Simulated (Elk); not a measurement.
Band structure of BeCo (Pm-3m, 2 atoms in the cell).

```
BeCo
1.0
    2.57175     0.00000     0.00000
    0.00000     2.57175     0.00000
    0.00000     0.00000     2.57175
Be Co
1 1
Cartesian
  0.00000   0.00000   0.00000
  1.28588   1.28588   1.28588
```
Moments meant for the start (each program seeds them in its own way; μB, in the order of the atoms Be Co): 0.0 3.0.

Method of the run: Elk with PBEsol, all-electron FP-LAPW, Elk's shipped species files, LAPW+lo basis.

Settings: xctype = 22; spinpol = true; rgkmax = 8; stype = 3; swidth = 0.00367493 Ha; ngridk = 9 9 9; reducebf = 0.5; gmaxvr = 16 1/bohr; nxoapwlo = 1; nempty = 8 per atom; bfcmt = [[0.0, 0.0, 0.0], [0.0, 0.0, -1.5]].

The starting cell comes from a database of computed structures (which also holds hypothetical and non-ambient phases and stackings), without a prior relaxation at this level. The moments shrank to a small part of their start, a low-spin state that need not be the lowest. Values depend on the basis (sphere radii, cutoffs, local orbitals), which need not be converged.

Levels in eV from the Fermi level, bands 5 to 12 of the first spin channel:
```json
[
 {"point": "Γ", "5": "-2.70", "6": "-2.70", "7": "0.19", "8": "0.19", "9": "0.19", "10": "7.83", "11": "7.83", "12": "7.83"},
 {"point": "X", "5": "-4.19", "6": "-2.17", "7": "-1.12", "8": "-1.12", "9": "0.29", "10": "1.60", "11": "12.80", "12": "12.80"},
 {"point": "M", "5": "-2.29", "6": "-1.36", "7": "-1.36", "8": "-0.62", "9": "-0.62", "10": "0.82", "11": "6.73", "12": "7.56"},
 {"point": "R", "5": "-3.92", "6": "-3.92", "7": "0.87", "8": "0.87", "9": "6.84", "10": "6.84", "11": "6.84", "12": "7.61"}
]
```

Bands cross the Fermi level along this path, so the cell is metallic at this level.

The net moment of the cell came out as 0.30 μB.
